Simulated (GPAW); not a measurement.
## Pressure against volume in rock-salt BaTe (space group 225) (GPAW, PBE)

```xyz
2
Lattice="0.0000 3.4378 3.4378 3.4378 0.0000 3.4378 3.4378 3.4378 0.0000" Properties=species:S:1:pos:R:3 pbc="T T T"
Ba     0.0000     0.0000     0.0000
Te     3.4378     3.4378     3.4378
```

Method of the run: PBE, GPAW PAW datasets PBE (gpaw-data 1.0.1) (plane waves; GPAW). Settings: mode = pw; ecut = 585 eV; xc = PBE; kpts = 8 8 8; mesh shift (steps) = 0 0 0; occupations.name = fermi-dirac; occupations.width = 0.01 eV; nbands = -4; convergence.bands = -2; symmetry.symmorphic = false; symmetry.tolerance = 0.0005; maxiter = 120. The cell above is the first row's. The rows scale it uniformly. In all rows fractional positions and the k mesh are held.

```
V (Å^3/atom)  P (GPa)
------------  -------
40.628           3.00
41.512           2.16
42.395           1.40
43.278           0.72
44.161           0.11
45.044          -0.44
45.928          -0.93
46.811          -1.37
47.694              ?
```

The 8 complete rows are fitted with a cubic, P against V. With u = V - 43.7, the rows have u = -3.0720, -2.1880, -1.3050, -0.4220, 0.4610, 1.3440, 2.2280, 3.1110. Least squares gives P = 0.420 - 0.6937·u + 0.04289·u² - 0.001549·u³. Residuals (row less fit): -0.001, 0.001, -0.002, 0.000, 0.001, -0.001, 0.000, 0.000; standard error 0.001 (degrees of freedom: 4). The fitted pressure is zero at V0 = 44.33, where dP/dV = -0.6416, so B0 = -V0·dP/dV = 28.4 GPa.

Q: Estimate the missing P (V = 47.694); what did the run itself give?

A: u = 3.9940, so P = 0.420 - 0.6937 × 3.9940 + 0.04289 × 3.9940² - 0.001549 × 3.9940³ = -1.765 GPa. The calculation gives -1.77 GPa, which the fit meets to the printed digits. The row lies outside the fitted rows, so this is an extrapolation.

Carrying the step between the two nearest rows on in a straight line would have given -1.81, off by 0.04; series whose last step already gives the withheld value aren't shown. The scan was laid around a cell of about the measured size, scaled by a guess for this functional. The runs keep the symmetry of the cell, so they don't test it for distortions. Spin-orbit coupling is off. Cutoffs and mesh are single choices, not tested for convergence of this quantity. Series with a scatter that would blur these digits, or in which a gap closes, are not shown.
